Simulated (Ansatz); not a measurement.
Results of PBE in Ansatz (PAW) for C11b MoSi₂.

Numerical settings: plane-wave cutoff 520 eV, 24×24×24 k mesh, Fermi–Dirac smearing 0.05 eV, no spin polarisation, scalar-relativistic PAW data made under PBE.

Properties against volume:

Shape and atoms are relaxed at each volume.

| V (Å³/atom) | P (GPa) | c (Å) | a (Å) |
|---|---|---|---|
| 13.036 | 9.12 | 7.781 | 3.170 |
| 13.308 | 4.31 | 7.827 | 3.194 |
| 13.579 | 0.00 | 7.873 | 3.217 |
| 13.851 | -3.87 | 7.918 | 3.240 |
| 14.122 | -7.33 | 7.963 | 3.262 |

Note: the bulk modulus comes from volumes at which shape and atoms were relaxed.

Ansatz is a quantum-chemistry and plane-wave program.
